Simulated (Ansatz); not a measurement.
Take PbS in the rock salt structure (space group Fm-3m, No. 225; a = 6.0089 Å) as the base.

Perturbation: hydrostatic tension (pressure −1 GPa).

Levels (all Ansatz, an electronic-structure program, PAW): PBE (420 eV, without spin-orbit coupling); HSE06+SOC (420 eV, noncollinear with spin-orbit coupling).

The geometry is relaxed with PBE.

```
Item            Value
------------  -------
PBE band gap  0.56 eV
```

With HSE06+SOC at the same geometry, the band gap drops by 0.04 eV to 0.52 eV.

Single points use the geometry relaxed with PBE. HSE06 gaps are upper bounds (no full band path). Differences between runs with and without spin-orbit coupling are approximate. Spin-orbit coupling, missing from the scalar runs, can matter with Pb. Load acts through the strain it causes; cell and atoms are relaxed under it. Whether these cells are dynamically stable was not tested.
